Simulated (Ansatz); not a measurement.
The parent structure is HfO₂ in the fluorite structure (space group Fm-3m, No. 225; a = 5.058 Å). Axes: x, y, z lie along the cube axes.

All numbers come from plane-wave PAW DFT at the r2SCAN level (Ansatz, an electronic-structure program, 500 eV), spin-orbit coupling left out.

A first run, uniaxial strain ε_yy = +1.30 %, gives secant values C11 ≈ 580 GPa and C12 ≈ 100 GPa from its stress. A second run applies uniaxial stress, 3 GPa tension along z.

What does linear elasticity predict for Young's modulus in the second run, and what does the run give?

Linear elasticity: (C11 − C12)(C11 + 2 C12)/(C11 + C12) = 550 GPa. The run gives 560 GPa; any difference comes from nonlinear terms at these strains and numerical noise.

Beyond what the load breaks, stability against distortions was not tested. This is not the structure that HfO2 has at room temperature and ambient pressure.
